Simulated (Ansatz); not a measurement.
Start from YN in the rock salt structure (space group Fm-3m, No. 225).

```
CELL_PARAMETERS angstrom
      0.00000     2.44784     2.44784
      2.44784     0.00000     2.44784
      2.44784     2.44784     0.00000
ATOMIC_POSITIONS crystal
  Y  0.00000 0.00000 0.00000
  N  0.50000 0.50000 0.50000
```

The values are results of r2SCAN/PAW in Ansatz (a quantum-chemistry and plane-wave program), scalar-relativistic without spin-orbit coupling, not measurements.

Base values:

* **Band gap**: 0.58 eV
* **Smallest direct gap**: 0.98 eV
* **Pressure**: 0.00 GPa

It is then changed as follows: every lattice vector is stretched by 2.00 %, atoms relaxed at fixed cell.

Task: Estimate the effect on the band gap, smallest direct gap and pressure.

Result: The band gap grows by 0.09 eV (0.58 eV → 0.67 eV); the smallest direct gap grows by 0.134 eV (0.98 eV → 1.12 eV); the pressure goes from zero to -8.90 GPa.

The cells carry an imposed strain or load. No phonon test of stability was made.
